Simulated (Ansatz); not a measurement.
Take SnO$_{2}$ in the rutile structure (space group P4_2/mnm, No. 136) as the base.

Space group P4₂/mnm (No. 136); a = 4.759 Å, b = 4.759 Å, c = 3.200 Å, α = 90.00°, β = 90.00°, γ = 90.00°

```tsv
atom	site	symmetry	x	y	z
Sn	2a	m.mm	0.0000	0.0000	0.0000
O	4f	m.2m	0.3059	0.3059	0.0000
```

All numbers come from r2SCAN in Ansatz (plane waves to 500 eV, PAW, no spin-orbit coupling), earlier PAW set.

For the base:

| Quantity | Result |
|---|---|
| Pressure | 0.00 GPa |

The change: the cell is scaled by 1.0600 in all directions, atoms relaxed at fixed cell.

**Question.** What happens to the pressure, energy relative to the base and largest internal atomic displacement?

**Answer.** The pressure (mean of the normal stresses, compression positive) goes from zero to -23.79 GPa; the energy grows by 0.205 eV/atom; the largest internal atomic displacement is 0.040 Å.

The cells carry an imposed strain or load. Stability against distortions was not tested.

Ansatz is an electronic-structure program.
